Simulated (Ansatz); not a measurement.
The starting structures come from a database of crystals and need not be the phases stable at ambient conditions.

Tunnelling through a barrier is set by its complex band structure: the current falls as exp(−2κd) with the smallest κ.

Consider the following.

```yaml
crystal:
  lattice:
    - [4.40740, 0.00000, 0.00000]
    - [0.00000, 11.71059, 0.00000]
    - [2.20370, 3.90353, 1.27231]
  atoms:
    - { symbol: Al, position: [0.00000, 0.00000, 0.00000] }
    - { symbol: Al, position: [0.00000, 0.50000, 0.00000] }
    - { symbol: H, position: [0.73476, 0.11738, 0.89786] }
    - { symbol: H, position: [0.26524, 0.88262, 0.10214] }
    - { symbol: H, position: [0.63262, 0.38262, 0.10214] }
    - { symbol: H, position: [0.36738, 0.61738, 0.89786] }
    - { symbol: H, position: [0.63262, 0.75000, 0.00000] }
    - { symbol: H, position: [0.36738, 0.25000, 0.00000] }
```

Space group of this cell: R-3c. The cell is taken as given.

Transport runs along the normal of the first two printed cell vectors, the (100) plane of the conventional cell.

The gap is the functional's own. No spin-orbit coupling. Mid-gap values are interpolated on the energy grid.

Q: Compute, with r2SCAN (Ansatz, a first-principles code), the band gap and the smallest decay constant κ at mid-gap.

A: Gap 3.15 eV on a 24×24×24 mesh; κ = 0.317 1/Å, at the zone centre.
